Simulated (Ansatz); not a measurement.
For MoGe2 (I4/mmm, No. 139, 3 atoms in the cell; start mp-10201), LDA (Ansatz, an electronic-structure program, PAW) gives:

| Property | Result |
|---|---|
| lattice parameter a | 3.276 Å |
| c axis length | 8.131 Å |
| formation enthalpy | -0.236 eV/atom |

**Question.** What does r²SCAN (PAW; Ansatz) give for the same quantities?

**Answer.** 
- lattice constant a: 3.319 Å (grows by 1.3 %)
- lattice parameter c: 8.193 Å (grows by 0.8 %)
- formation enthalpy: -0.098 eV/atom (moves by +0.138 eV/atom)

Changes are worked out from the printed values.

Unless a cell is named, each level is at its own relaxed cell (LDA 14.54, r²SCAN 15.04 Å³/atom).

Caveats: the relaxation could not lower the start's symmetry, so the cell can be a saddle point above a distorted one (LDA, r²SCAN). Ansatz's density-functional and Hartree–Fock values are scalar-relativistic unless marked +SOC, with PAW data made under PBE.

A start named mp-… is a Materials Project structure, which need not be a measured phase.
